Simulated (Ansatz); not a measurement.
Input:

```
CELL_PARAMETERS angstrom
      3.15179     0.00000     0.02112
     -1.57589     2.72953    -0.01056
      0.03443     0.00000     5.13834
ATOMIC_POSITIONS crystal
  Ga 0.33240 0.66664 0.00030
  Ga 0.66577 0.33336 0.50030
  N  0.33427 0.66671 0.37670
  N  0.66756 0.33329 0.87670
```

No spin polarisation.

Calculations: Ansatz (a quantum-chemistry and plane-wave program) LDA, no SOC. Γ-centred 12×12×7 mesh, Fermi–Dirac width 0.05 eV.

Question: Predict the valence-band top at Γ (three highest levels, from the VBM).

Answer: 0.00, -0.02, -0.09 eV.

Question: What is the computed gap character?

Answer: Direct at Γ.

The cells carry an imposed strain or load. No phonon test of stability was made. The cell was made from GaN in the wurtzite structure (space group P6_3mc, No. 186) by this change: tensor shear ε_xz = +0.67 %.
